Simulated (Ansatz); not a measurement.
# Cu3N under a change: x(Zn) = 0.333, 8 atoms, Pmm2

Consider Cu$_{3}$N (space group Pm-3m, No. 221; a = 3.765 Å).

The other end (x = 1) is Zn$_{3}$N (space group Pm-3m, No. 221; a hypothetical phase, not in the database extracts checked): 16.82 Å³/atom, gap zero; this end may not be an ambient phase.

One thing is altered: a fraction x = 0.333 of the Cu sites is given to Zn, ordered in a cell of 8 atoms (starting symmetry Pmm2) and fully relaxed.

Method: PBEsol (Ansatz, a first-principles code, PAW, no spin-orbit coupling). Settings: 13×13×6 k-points, 0.05 eV Fermi–Dirac smearing, for the changed cell.

| quantity | base | changed | shift |
|---|---|---|---|
| volume per atom | 13.34 Å³ | 14.20 Å³ | +0.854 Å³ |
| density | 6.37 g/cm³ | 6.04 g/cm³ | -0.33 g/cm³ |
| shortest interatomic distance | 1.882 Å | 1.832 Å | -0.0508 Å |
| band gap | zero | zero | – |
| mixing energy (to 0.01 eV only: unlike meshes or grids) (against an end that may be hypothetical) | – | -0.02 eV/atom | – |
| deviation of the volume from the linear (Vegard-type) interpolation | – | -2.1 % | – |

Cost of the whole job for the changed cell (relaxation, final SCF and bands): roughly 29 core-minutes.

These are small ordered cells, not random alloys; other orderings at the same x differ. No phonon test of stability was made. All final runs are without spin polarisation. An odd electron count without spin: Zn3N. Zn3N has a high density of states at the Fermi level and may be magnetic at this level. Gaps under 0.05 eV, about the width of the smearing, are given as zero. The zero or small gap of ZnCu2N and Cu3N can change with the level of theory.
